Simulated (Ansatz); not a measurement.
The starting structures come from a database of crystals and need not be the phases stable at ambient conditions.

Consider the following.

```
BiClS
1.0
    3.99041     0.00000     0.00000
    0.00000     9.77878     0.00000
    0.00000     0.00000     7.78784
Bi S Cl
4 4 4
Direct
  0.75000   0.86501   0.14358
  0.25000   0.13499   0.85642
  0.25000   0.36501   0.35642
  0.75000   0.63499   0.64358
  0.25000   0.05160   0.17815
  0.75000   0.94840   0.82185
  0.75000   0.55160   0.32185
  0.25000   0.44840   0.67815
  0.75000   0.31247   0.01574
  0.25000   0.68753   0.98426
  0.25000   0.81247   0.48426
  0.75000   0.18753   0.51574
```

Space group of this cell: Pnma. The cell was relaxed by PBE-D3(BJ); by r2SCAN its mean pressure is 0.8 GPa.

Transport runs along the normal of the first two printed cell vectors.

The gap is the functional's own, uncorrected, and κ follows it; spin-orbit coupling is left out. Mid-gap values are interpolated between the computed energies.

Task: Estimate the band gap and the smallest decay constant κ at mid-gap that r2SCAN run with Ansatz (a program for electronic structure) returns for this system.

Result: Gap 2.11 eV on a 8×4×4 mesh; κ = 0.275 1/Å, at (0.250, 0.000) of the in-plane reciprocal vectors. At the zone centre, at the nearest computed energy, the slowest state has κ = 0.36 1/Å.
